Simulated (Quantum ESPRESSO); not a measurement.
Quantum ESPRESSO run on a (100) slab of LaAs (cut from a parent of space group no. 225; 4 atoms in the cell): self-consistent single point.

Level of theory: LDA (PZ), GBRV 1.5 ultrasoft (LDA) pseudopotentials (plane waves; Quantum ESPRESSO).

```xyz
4
Lattice="4.4047 0.0000 0.0000 0.0000 4.4047 0.0000 0.0000 0.0000 17.1146" Properties=species:S:1:pos:R:3 pbc="T T T"
As     0.0000     0.0000     7.0000
As    -2.2023     2.2023    10.1146
La     0.0000     0.0000    10.1146
La    -2.2023     2.2023     7.0000
```

Reference input (self-consistent single point, DFT, LDA (PZ), plane waves, GBRV 1.5 ultrasoft (LDA) pseudopotentials): ecutwfc = 40 Ry; ecutrho = 200 Ry; occupations = smearing; smearing = gauss; degauss = 0.0073499 Ry; potentials = {As: as_lda_v1.uspp.F.UPF, La: la_lda_v1.uspp.F.UPF}; K_POINTS = automatic 5 5 1 0 0 0; conv_thr = 1e-10 Ry; mixing_beta = 0.4. This run's input differs from it in these lines:

```diff
@@ -33,3 +33,3 @@
 K_POINTS automatic
-5 5 1  0 0 0
+27 27 1  0 0 0
```

The program printed (abridged):

```
     Self-consistent Calculation

     iteration #  1     ecut=    40.00 Ry     beta= 0.40

     negative rho (up, down):  1.566E-01 0.000E+00

     total energy              =    -284.24858839 Ry
     estimated scf accuracy    <       0.45150148 Ry

     iteration #  2     ecut=    40.00 Ry     beta= 0.40

     negative rho (up, down):  1.442E-01 0.000E+00

     total energy              =    -284.33559972 Ry
     estimated scf accuracy    <       0.03572130 Ry

     iteration #  3     ecut=    40.00 Ry     beta= 0.40

     negative rho (up, down):  1.315E-01 0.000E+00

     total energy              =    -284.33882038 Ry
     estimated scf accuracy    <       0.01595910 Ry

   [... 10 blocks of this kind left out ...]

     iteration # 14     ecut=    40.00 Ry     beta= 0.40

     negative rho (up, down):  1.250E-01 0.000E+00

     total energy              =    -284.34248826 Ry
     estimated scf accuracy    <          3.7E-09 Ry

     iteration # 15     ecut=    40.00 Ry     beta= 0.40

     negative rho (up, down):  1.250E-01 0.000E+00
     End of self-consistent calculation

     Number of k-points >= 100: set verbosity='high' to print the bands.

     the Fermi energy is     0.8316 ev

!    total energy              =    -284.34248826 Ry
     estimated scf accuracy    <          9.2E-11 Ry
     smearing contrib. (-TS)   =      -0.00004009 Ry
     internal energy E=F+TS    =    -284.34244817 Ry

     convergence has been achieved in  15 iterations

     negative rho (up, down):  1.250E-01 0.000E+00

     Forces acting on atoms (cartesian axes, Ry/au):

     atom    1 type  1   force =     0.00000000    0.00000000    0.01480800
     atom    2 type  1   force =     0.00000000    0.00000000   -0.01480800
     atom    3 type  2   force =     0.00000000    0.00000000   -0.03314703
     atom    4 type  2   force =     0.00000000    0.00000000    0.03314703

     Total force =     0.051342     Total SCF correction =     0.000013

     negative rho (up, down):  1.250E-01 0.000E+00
          total   stress  (Ry/bohr**3)                   (kbar)     P=      -27.57
  -0.00021791   0.00000000   0.00000000          -32.06        0.00        0.00
   0.00000000  -0.00021791   0.00000000            0.00      -32.06        0.00
   0.00000000   0.00000000  -0.00012651            0.00        0.00      -18.61

   JOB DONE.
```

The run converged in 15 iterations. Against the reference run the free energy goes down by 4.5 meV/atom and the largest force moves little (0.844 to 0.852 eV/Å). The full log also holds: “c_bands:  3 eigenvalues not converged”.

The starting cell comes from a database of computed structures (which also holds hypothetical and non-ambient phases and stackings), without a prior relaxation at this level. The slab is cut from that crystal, and its faces are unrelaxed. Its lattice was rescaled by up to half a per cent. Spin polarisation is off, though cut faces can carry moments; the slab shows no gap.

Cost on one core of a shared machine: roughly 8 min.
